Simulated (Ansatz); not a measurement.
Consider an 8-atom supercell of TiC in the rock salt structure (space group Fm-3m, No. 225; a = 4.3327 Å) at its relaxed geometry.

Computed with PBE (Ansatz, a first-principles code, PAW, no spin-orbit coupling), earlier PAW set.

One neutral defect a cell, atoms relaxed at fixed cell.

One change was made to it. Results:

The pressure goes from zero to -3.3 GPa; the largest displacement of a host atom from its site in the perfect cell amounts to 0.00 Å.

Problem. Which of these changes matches the shifts?
A. Ti vacancy
B. H interstitial (started 1.69 Å from the nearest host atom)
C. C interstitial (started 1.69 Å from the nearest host atom), symmetric start
D. C vacancy

Solution. D, C vacancy. For comparison, the pressure in the other runs: Ti vacancy gives -5.4 GPa; H interstitial (started 1.69 Å from the nearest host atom) gives 8.2 GPa; C interstitial (started 1.69 Å from the nearest host atom), symmetric start gives 22.8 GPa.

In so small a cell the defect repeats every few ångströms: this is an ordered compound, not a dilute defect. Defects with a symmetric start kept the site's symmetry and may sit on a saddle; the others started slightly shaken. The final runs are not spin-polarised.
